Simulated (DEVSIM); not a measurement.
Structure: GaP/Si n-p heterojunction, at 300 K.

```csv
layer (left to right),material,thickness (μm),Nd (cm⁻³),Na (cm⁻³),τn (s),τp (s)
1,GaP,0.0180,9.9e17,-,3.3e-7,3.3e-7
2,Si,1.00,-,2.5e17,3.3e-7,3.3e-7
```

Left contact: ohmic. Right contact: ohmic. Voltage is applied to the left contact. Recombination: SRH at mid-gap. Mobility is constant in doping.

Constants are typed, rounded textbook-type inputs, not results; the design itself was drawn at random and stands for no fabricated device. Values at 300 K.

| parameter | GaP | Si |
|---|---|---|
| gap (eV) | 2.26 | 1.124 |
| affinity (eV) | 3.8 | 4.05 |
| permittivity | 11.1 | 11.7 |
| Nc (cm⁻³) | 1.8e19 | 2.86e19 |
| Nv (cm⁻³) | 1.9e19 | 3.1e19 |
| μn (cm²/Vs) | 250 | 1417 |
| μp (cm²/Vs) | 150 | 470 |

Model (solved in DEVSIM): 1D drift-diffusion, Boltzmann statistics, complete ionisation; no tunnelling, impact ionisation, image-force lowering or self-heating. Band offsets follow the typed affinities; no thermionic-emission limit at abrupt steps, no polarisation charge.

Q: Give the dark forward current.

A: 
(V (V), J (A/cm²)): (-0.05, -2.4e-9); (-0.10, -9.3e-9); (-0.15, -3.3e-8); (-0.20, -1.3e-7); (-0.25, -6.4e-7); (-0.30, -3.7e-6); (-0.35, -2.3e-5); (-0.40, -0.00015); (-0.45, -0.0011); (-0.50, -0.0072); (-0.55, -0.050); (-0.60, -0.34); (-0.65, -2.4); (-0.70, -16); (-0.75, -110); (-0.80, -580); (-0.85, -2200)
